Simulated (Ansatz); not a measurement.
Input and output of a self-consistent single point for Li₂Al (Cm, 6 atoms in the cell) (Ansatz, an electronic-structure program).

Level of theory: PBEsol, default PAW files made with PBE (plane waves; Ansatz).

The change in words: lattice scaled by 0.98; basis.ecutwfc: 420 eV → 380 eV. Reference geometry:
```
Li2Al
1.0
    2.29917    -4.84774     0.00000
    2.29917     4.84774     0.00000
    0.00000     0.00000     4.44419
Li Al
4 2
Cartesian
  2.29917   2.50735   1.16105
  2.29917  -2.50735   3.33314
  2.29917  -0.87124   1.11105
  2.29917   0.87124   3.33314
  2.29917  -4.12077   1.11105
  2.29917   4.12077   3.33314
```

Reference input (self-consistent single point, DFT, PBEsol, plane waves, default PAW files made with PBE): basis.ecutwfc = 420 eV; kpoints.mp_grid.grid = 7 7 7; hamiltonian.xc = pbesol; hamiltonian.pseudopotentials = {kind: paw} (the program's default PAW files); scf.occupations.method = gaussian; scf.occupations.width = 0.1 eV. This run's input differs from it in these lines:

Ansatz 0.2 input:
```diff
@@ -2,14 +2,14 @@
   lattice:
-    - [2.29916700, -4.84774000, 0.00000000]
-    - [2.29916700, 4.84774000, 0.00000000]
-    - [0.00000000, 0.00000000, 4.44419300]
+    - [2.25318400, -4.75078500, 0.00000000]
+    - [2.25318400, 4.75078500, 0.00000000]
+    - [0.00000000, 0.00000000, 4.35530900]
   atoms:
-    - { symbol: Li, position_ang: [2.29916700, 2.50734808, 1.16104987] }
-    - { symbol: Li, position_ang: [2.29916700, -2.50734808, 3.33314475] }
-    - { symbol: Li, position_ang: [2.29916700, -0.87123583, 1.11104825] }
-    - { symbol: Li, position_ang: [2.29916700, 0.87123583, 3.33314475] }
-    - { symbol: Al, position_ang: [2.29916700, -4.12077291, 1.11104825] }
-    - { symbol: Al, position_ang: [2.29916700, 4.12077291, 3.33314475] }
+    - { symbol: Li, position_ang: [2.25318400, 2.45720102, 1.13782883] }
+    - { symbol: Li, position_ang: [2.25318400, -2.45720102, 3.26648175] }
+    - { symbol: Li, position_ang: [2.25318400, -0.85381108, 1.08882725] }
+    - { symbol: Li, position_ang: [2.25318400, 0.85381108, 3.26648175] }
+    - { symbol: Al, position_ang: [2.25318400, -4.03835728, 1.08882725] }
+    - { symbol: Al, position_ang: [2.25318400, 4.03835728, 3.26648175] }
 basis:
-  ecutwfc: 420.0
+  ecutwfc: 380.0
 kpoints:
```

The program printed (abridged):

```
SCF iter   1: F=—  HF=-1862.016547 eV  |F-HF|=—  |Δ(HF+E_count)|=         —  Δρ=2.28e-3  dr2=6.47e-3  ethr=1.77e-3  ⟨swp⟩=6.1  Hψ=9295  notcnv=0  defer=4
all-band conjugate gradients solve this SCF's bands
preconditioner: auto → Kerker (q_TF=auto, 2.074 Å⁻¹)
SCF iter   2: F=—  HF=-1862.012870 eV  |F-HF|=—  |Δ(HF+E_count)|=   3.68e-3  Δρ=1.30e-3  dr2=2.72e-3  ethr=3.59e-5  ⟨swp⟩=1.0  Hψ=2310  notcnv=0  defer=4
SCF iter   3: F=—  HF=-1862.011715 eV  |F-HF|=—  |Δ(HF+E_count)|=   1.16e-3  Δρ=2.61e-4  dr2=1.32e-4  ethr=1.51e-5  ⟨swp⟩=2.7  Hψ=2306  notcnv=0  defer=4
SCF iter   4: F=—  HF=-1862.011681 eV  |F-HF|=—  |Δ(HF+E_count)|=   3.46e-5  Δρ=4.61e-5  dr2=3.92e-6  ethr=7.35e-7  ⟨swp⟩=2.4  Hψ=1762  notcnv=0  defer=4
SCF iter   5: F=—  HF=-1862.011717 eV  |F-HF|=—  |Δ(HF+E_count)|=   3.59e-5  Δρ=1.07e-5  dr2=1.45e-7  ethr=2.18e-8  ⟨swp⟩=2.5  Hψ=1913  notcnv=0  defer=4
SCF iter   6: F=-1862.011717 eV  HF=-1862.011717 eV  |F-HF|=2.29e-9  |Δ(HF+E_count)|=   3.45e-8  Δρ=1.32e-6  dr2=3.76e-9  ethr=5.56e-10  ⟨swp⟩=6.9  Hψ=6660  notcnv=0
SCF 1 converged in 6 iterations: F = -1862.011717 eV  dr2 = 3.76e-9
Free energy (F): -1862.011717 eV
Internal energy: -1862.007791 eV  (E = F + TS)
E sigma→0 (E₀):  -1862.009754 eV
Entropy (-TS):   -0.003926 eV (-0.654 meV/atom)
Fermi energy:    3.740904 eV
--- Forces (eV/Å), atoms counted from 1 ---
  atom   1  Li    -0.00000000    -0.03423891    -0.16319437
  atom   2  Li     0.00000000     0.03120842     0.01279271
  atom   3  Li     0.00000000    -0.01584279     0.00250094
  atom   4  Li    -0.00000000     0.01334590     0.04821812
  atom   5  Al     0.00000000     0.21141202     0.01048773
  atom   6  Al     0.00000000    -0.20588471     0.08919543
--- Stress (GPa, compression-positive) ---
        1.146541       0.000000       0.000000
        0.000000       1.817261       0.071226
        0.000000       0.071226       2.060583
  P = ⅓ Tr σ = 1.6748 GPa (16.748 kbar)
  The stress holds the Pulay correction. Without it, at fixed plane waves, as pw.x and ABINIT print it: P = 1.5881 GPa
```

The run converged in 6 iterations. Against the reference run the free energy goes up by 3.5 meV/atom, the pressure goes from -0.63 to 1.67 GPa and the largest force goes from 0.145 to 0.224 eV/Å.

The starting cell comes from a database of computed structures (which also holds hypothetical and non-ambient phases and stackings), without a prior relaxation at this level. Its lattice was rescaled by up to half a per cent. One atom was moved a little off its site on purpose. For this run, on top of that: lattice scaled by 0.98. Ansatz's pressure includes its estimate of the finite-basis (Pulay) stress. The cutoff lies below the one recommended for these files.
